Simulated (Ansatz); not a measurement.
Consider Zr in the hcp (Mg type) structure (space group P6_3/mmc, No. 194; a = 3.182 Å, c = 5.124 Å; relaxed with 0.1 eV smearing). Axes: x lies along a and z along c of the hexagonal cell.

The values are results of plane-wave PAW DFT at the PBEsol level (Ansatz, a quantum-chemistry and plane-wave program, 420 eV), no SOC, not measurements.

Strains are applied to the cell and any free atomic positions relax; under biaxial strain the out-of-plane vector relaxes too.

One change was made to it. Results:

The band gap is still zero; the volume per atom shrinks by 0.60 Å³, from 22.47 Å³ to 21.87 Å³.

**Question.** Which change produced these results?
A) biaxial strain −1.50 %, plane normal [001], relaxed out of plane
B) biaxial strain −2.50 %, plane normal [001], relaxed out of plane
C) biaxial strain −3.00 %, plane normal [001], relaxed out of plane

**Answer.** B, biaxial strain −2.50 %, plane normal [001], relaxed out of plane. For comparison, the volume per atom in the other runs: biaxial strain −1.50 %, plane normal [001], relaxed out of plane gives 22.10 Å³; biaxial strain −3.00 %, plane normal [001], relaxed out of plane gives 21.77 Å³.

Stability against distortions was not tested. The final runs are not spin-polarised.
